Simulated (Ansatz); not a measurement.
# Effect of uniaxial strain ε_zz = +2.00 % on RbBr

Base system: RbBr in the rock salt structure (space group Fm-3m, No. 225; a = 6.843 Å). Axes: x, y, z lie along the cube axes.

The change: uniaxial strain ε_zz = +2.00 %, all other strain components held at zero, atoms relaxed at fixed cell.

Method: PBEsol, PAW, 420 eV (Ansatz, a program for electronic structure; no spin-orbit coupling). k-mesh 8×8×8 (Γ-centred); smearing 0.05 eV (Fermi–Dirac).

| quantity | base | changed | shift |
|---|---|---|---|
| volume per atom | 40.06 Å³ | 40.86 Å³ | +0.80 Å³ |
| space group | Fm-3m (No. 225) | I4/mmm (No. 139) | – |
| shortest interatomic distance | 3.422 Å | 3.422 Å | 0.000 Å |
| energy relative to the base (free energy F) | 0 meV/atom | +1.5 meV/atom | +1.5 meV/atom |
| pressure (mean of the normal stresses, compression positive) | 0.01 GPa | -0.24 GPa | -0.25 GPa |
| band gap | 4.22 eV | 4.17 eV | -0.05 eV |
| gap character | direct at Γ | direct at Γ | – |
| electron mass | 0.36 mₑ (at Γ) | 0.37 mₑ (at Γ) | – |
| valence-band top at Γ (three highest levels, from the VBM) | 0.00, 0.00, 0.00 eV | 0.00, 0.00, -0.02 eV | – |
| valley order (the lowest conduction-band minima on the path, energy above the VBM, named in the base's zone) | Γ 4.22 eV; X along ⟨100⟩ 5.50 eV | Γ 4.17 eV; X along [100] 5.51 eV; X along [001] 5.53 eV | – |
| stress (xx, yy, zz, yz, xz, xy; compression positive) | – | (-0.07, -0.07, -0.57, 0.00, 0.00, 0.00) GPa | – |

Masses are band curvatures over ±0.01 Å⁻¹ around the edge. Stability against distortions was not tested. Labels are those of the standard path for the cell's own space group.
